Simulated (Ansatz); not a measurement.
The starting structures come from a database of crystals and need not be the phases stable at ambient conditions.

 Where the default PAW files enter, the runs use the earlier of Ansatz's two default sets.

By PBEsol, the system below comes out a metal.

Consider the following.

```yaml
crystal:
  lattice:
    - [2.99075, 0.00000, 0.00000]
    - [0.00000, 11.46140, 0.00000]
    - [1.49538, 0.00000, 2.59007]
  atoms:
    - { symbol: Nb, position: [0.66667, 0.12285, 0.66667] }
    - { symbol: Nb, position: [0.33333, 0.87715, 0.33333] }
    - { symbol: Nb, position: [0.33333, 0.62285, 0.33333] }
    - { symbol: Nb, position: [0.66667, 0.37715, 0.66667] }
    - { symbol: N, position: [0.00000, 0.00000, 0.00000] }
    - { symbol: N, position: [0.00000, 0.50000, 0.00000] }
    - { symbol: N, position: [0.66667, 0.75000, 0.66667] }
    - { symbol: N, position: [0.33333, 0.25000, 0.33333] }
```

Space group of this cell: P6_3/mmc. The cell is taken as given; by PBEsol its mean pressure is -14.0 GPa.

The current flows along the normal of the first two printed cell vectors, the (100) plane of the conventional cell. No spin-orbit coupling; the value is a mean over 0.1 eV about the Fermi level.

**Question.** State the ballistic conductance per area according to PBEsol (Ansatz, a program for electronic structure).

**Answer.** 0.65 × 10¹⁵ S/m² for both spins.
